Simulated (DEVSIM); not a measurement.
Device: abrupt GaAs n-p junction, at 250 K.

```csv
layer (left to right),material,thickness (μm),Nd (cm⁻³),Na (cm⁻³),τn (s),τp (s)
1,GaAs,0.610,3.3e15,-,1.7e-8,1.7e-8
2,GaAs,54.0,-,1.4e14,1.7e-8,1.7e-8
```

Left contact: ohmic. Right contact: ohmic. Voltage is applied to the left contact. Recombination: SRH at mid-gap. Mobility is μmin + (μ − μmin)/(1 + (N/Nref)^α).

This is a model device: material constants are rounded textbook-type values typed into the input, and sizes, dopings and lifetimes were drawn at random. Values at 300 K; Nc and Nv go as T^1.5, mobilities as T to minus their exponent, the gap by Varshni's rule with the affinity fixed.

```tsv
parameter	GaAs
gap (eV)	1.424
affinity (eV)	4.07
permittivity	12.9
Nc (cm⁻³)	4.7e17
Nv (cm⁻³)	9e18
μn (cm²/Vs)	8500
μp (cm²/Vs)	400
μn,min	500
μp,min	20
Nref,n	6e16
Nref,p	1.5e17
αn	0.39
αp	0.38
T exponent of μn	2.1
T exponent of μp	2.2
Varshni α (eV/K)	0.000541
Varshni β (K)	204
```

Model (solved in DEVSIM): 1D drift-diffusion, Boltzmann statistics, complete ionisation; no tunnelling, impact ionisation, image-force lowering or self-heating.

The doping Na of layer 2 was swept, all else fixed.

```
doping Na of layer 2 (cm^-3)  dark forward voltage at 1 A/cm² (V)  largest field in the device at zero bias (V/cm)  potential step across the device at zero bias (V)
----------------------------  -----------------------------------  -----------------------------------------------  -------------------------------------------------
4.2e12                                                      1.741                                             2800                                              1.037
1.4e13                                                      1.427                                             3200                                              1.063
4.2e13                                                      1.265                                             4000                                              1.087
1.4e14                                                      1.162                                             6400                                              1.113
4.2e14                                                      1.116                                            11000                                              1.136
1.4e15                                                      1.094                                            18000                                              1.162
4.2e15                                                      1.087                                            24000                                              1.186
```

From the first row to the last the dark forward voltage at 1 A/cm² goes from 1.741 to 1.087. From the first row to the last the largest field in the device at zero bias goes from 2800 to 24000.
